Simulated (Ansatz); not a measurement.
**What x(K) = 0.333, 12 atoms, Cmmm does to ScAl3**

Take ScAl3 in the Cu3Au type structure (space group Pm-3m, No. 221; a = 4.072 Å) as the base.

The other end (x = 1) is KAl3 in the Cu3Au type structure (space group Pm-3m, No. 221; a hypothetical phase, not in the database extracts checked): 22.00 Å³/atom, gap zero; this end may not be an ambient phase.

Now apply this change: K replaces 33.3 % of the Sc, ordered in a cell of 12 atoms (starting symmetry Cmmm) and fully relaxed.

Computed with DFT with PBEsol, PAW potentials and a 420 eV plane-wave cutoff in Ansatz (a quantum-chemistry and plane-wave program), no spin-orbit coupling. Settings: 9×9×11 k-points, 0.05 eV Fermi–Dirac smearing, for the changed cell.

The volume per atom rises by 1.197 Å³ (16.88 Å³ → 18.07 Å³) and the density falls by 0.25 g/cm³ (3.10 g/cm³ → 2.85 g/cm³). The shortest interatomic distance shrinks by 0.9 pm (287.9 pm → 287.0 pm) and the band gap is still zero. The mixing energy is +0.01 eV/atom (to 0.01 eV only: unlike meshes or grids) (against an end that may be hypothetical) and the deviation of the volume from the linear (Vegard-type) interpolation is -2.8 %. The mean first-shell distances amounts to Sc–Al 2.923 Å (end compound 2.879 Å), K–Al 2.992 Å (end compound 3.145 Å).

Cost of the whole job for the changed cell (relaxation, final SCF and bands): very roughly 15 core-minutes.

These are small ordered cells, not random alloys; other orderings at the same x differ. Whether these cells are dynamically stable was not tested. The final runs are not spin-polarised. KSc2Al9 has a high density of states at the Fermi level and may be magnetic at this level.
